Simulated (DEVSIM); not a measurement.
Structure: Schottky contact on n-type β-Ga2O3, at 350 K.

```tsv
layer (left to right)	material	thickness (μm)	Nd (cm⁻³)	τn (s)	τp (s)
1	β-Ga2O3	0.330	1.3e16	7.3e-8	7.3e-8
```

Left contact: Schottky, work function 5.5 eV, emission velocity 2e6 cm/s. Right contact: ohmic. Voltage is applied to the left contact. Recombination: SRH at mid-gap, Auger. Mobility is μmin + (μ − μmin)/(1 + (N/Nref)^α).

The device is made up for the run: typed textbook-type constants, with dimensions and the other settings drawn at random. Values at 300 K; Nc and Nv go as T^1.5, mobilities as T to minus their exponent, the gap by Varshni's rule with the affinity fixed.

```tsv
parameter	β-Ga2O3
gap (eV)	4.8
affinity (eV)	4
permittivity	10
Nc (cm⁻³)	3.7e18
Nv (cm⁻³)	5e20
μn (cm²/Vs)	160
μp (cm²/Vs)	1
μn,min	20
μp,min	0.1
Nref,n	1e18
Nref,p	1e18
αn	0.8
αp	0.8
T exponent of μn	1.8
T exponent of μp	1.5
Cn (cm⁶/s)	1e-31
Cp (cm⁶/s)	1e-31
Varshni α (eV/K)	0.0004
Varshni β (K)	600
```

Model (solved in DEVSIM): 1D drift-diffusion, Boltzmann statistics, complete ionisation; no tunnelling, impact ionisation, image-force lowering or self-heating. Metal contacts follow the ideal Schottky-Mott rule: no Fermi-level pinning, no interface dipoles.

Question: Tabulate band edges, carrier densities and field at -5.0 V on the left contact.

Answer: Energies count from the Fermi level of the right contact; mesh points crowd at the junctions.

```json
[
 {"x (μm)": "0.000", "Ec (eV)": "6.500", "Ev (eV)": "1.712", "n (cm⁻³)": "< 1e2", "p (cm⁻³)": "< 1e2", "field (V/cm)": "-230000"},
 {"x (μm)": "0.005366", "Ec (eV)": "6.377", "Ev (eV)": "1.588", "n (cm⁻³)": "< 1e2", "p (cm⁻³)": "< 1e2", "field (V/cm)": "-230000"},
 {"x (μm)": "0.01175", "Ec (eV)": "6.231", "Ev (eV)": "1.442", "n (cm⁻³)": "< 1e2", "p (cm⁻³)": "< 1e2", "field (V/cm)": "-230000"},
 {"x (μm)": "0.01935", "Ec (eV)": "6.059", "Ev (eV)": "1.270", "n (cm⁻³)": "< 1e2", "p (cm⁻³)": "< 1e2", "field (V/cm)": "-230000"},
 {"x (μm)": "0.03039", "Ec (eV)": "5.811", "Ev (eV)": "1.022", "n (cm⁻³)": "< 1e2", "p (cm⁻³)": "< 1e2", "field (V/cm)": "-220000"},
 {"x (μm)": "0.04152", "Ec (eV)": "5.564", "Ev (eV)": "0.775", "n (cm⁻³)": "< 1e2", "p (cm⁻³)": "< 1e2", "field (V/cm)": "-220000"},
 {"x (μm)": "0.05476", "Ec (eV)": "5.274", "Ev (eV)": "0.485", "n (cm⁻³)": "< 1e2", "p (cm⁻³)": "< 1e2", "field (V/cm)": "-220000"},
 {"x (μm)": "0.07401", "Ec (eV)": "4.859", "Ev (eV)": "0.071", "n (cm⁻³)": "< 1e2", "p (cm⁻³)": "< 1e2", "field (V/cm)": "-210000"},
 {"x (μm)": "0.09341", "Ec (eV)": "4.450", "Ev (eV)": "-0.338", "n (cm⁻³)": "< 1e2", "p (cm⁻³)": "< 1e2", "field (V/cm)": "-210000"},
 {"x (μm)": "0.1165", "Ec (eV)": "3.975", "Ev (eV)": "-0.813", "n (cm⁻³)": "< 1e2", "p (cm⁻³)": "< 1e2", "field (V/cm)": "-200000"},
 {"x (μm)": "0.1440", "Ec (eV)": "3.427", "Ev (eV)": "-1.362", "n (cm⁻³)": "< 1e2", "p (cm⁻³)": "< 1e2", "field (V/cm)": "-200000"},
 {"x (μm)": "0.1780", "Ec (eV)": "2.772", "Ev (eV)": "-2.017", "n (cm⁻³)": "< 1e2", "p (cm⁻³)": "< 1e2", "field (V/cm)": "-190000"},
 {"x (μm)": "0.2067", "Ec (eV)": "2.240", "Ev (eV)": "-2.549", "n (cm⁻³)": "< 1e2", "p (cm⁻³)": "< 1e2", "field (V/cm)": "-180000"},
 {"x (μm)": "0.2309", "Ec (eV)": "1.807", "Ev (eV)": "-2.981", "n (cm⁻³)": "< 1e2", "p (cm⁻³)": "< 1e2", "field (V/cm)": "-180000"},
 {"x (μm)": "0.2584", "Ec (eV)": "1.332", "Ev (eV)": "-3.457", "n (cm⁻³)": "< 1e2", "p (cm⁻³)": "< 1e2", "field (V/cm)": "-170000"},
 {"x (μm)": "0.2743", "Ec (eV)": "1.065", "Ev (eV)": "-3.724", "n (cm⁻³)": "2200", "p (cm⁻³)": "< 1e2", "field (V/cm)": "-170000"},
 {"x (μm)": "0.2852", "Ec (eV)": "0.885", "Ev (eV)": "-3.903", "n (cm⁻³)": "840000", "p (cm⁻³)": "< 1e2", "field (V/cm)": "-160000"},
 {"x (μm)": "0.2969", "Ec (eV)": "0.697", "Ev (eV)": "-4.092", "n (cm⁻³)": "4.4e8", "p (cm⁻³)": "< 1e2", "field (V/cm)": "-160000"},
 {"x (μm)": "0.3101", "Ec (eV)": "0.486", "Ev (eV)": "-4.303", "n (cm⁻³)": "4.7e11", "p (cm⁻³)": "< 1e2", "field (V/cm)": "-160000"},
 {"x (μm)": "0.3178", "Ec (eV)": "0.366", "Ev (eV)": "-4.423", "n (cm⁻³)": "2.5e13", "p (cm⁻³)": "< 1e2", "field (V/cm)": "-160000"},
 {"x (μm)": "0.3243", "Ec (eV)": "0.266", "Ev (eV)": "-4.523", "n (cm⁻³)": "7.0e14", "p (cm⁻³)": "< 1e2", "field (V/cm)": "-150000"},
 {"x (μm)": "0.3300", "Ec (eV)": "0.177", "Ev (eV)": "-4.611", "n (cm⁻³)": "1.3e16", "p (cm⁻³)": "< 1e2", "field (V/cm)": "-150000"}
]
```
